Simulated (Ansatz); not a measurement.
## Cubic perovskite CsSnI3 (cubic high-temperature phase)

Method: r²SCAN (PAW; Ansatz, a quantum-chemistry and plane-wave program).

Settings: plane-wave cutoff 600 eV, 4×4×4 k mesh, scalar-relativistic PAW data made under PBE.

Cell: measured lattice: a = b = c = 6.219 Å, α = β = γ = 90.00°.

```yaml
elastic constant C11: 44.0 GPa
elastic constant C12: 5.65 GPa
elastic constant C44: 5.16 GPa
Voigt–Reuss–Hill bulk modulus: 18.4 GPa
Voigt–Reuss–Hill shear modulus (Hill average): 9.04 GPa
young_modulus: 23.3 GPa
poisson_ratio: 0.289
```

Note: held by symmetry at 0 K, a high-temperature phase can be a saddle point; the cell isn't this level's own, so it is under some stress, which shifts stiffness and frequencies.

Elastic constants are with the ions relaxed.

Spin–orbit coupling is not included.

Computed values are for the static lattice.

Computing time: roughly 4 core-minutes.
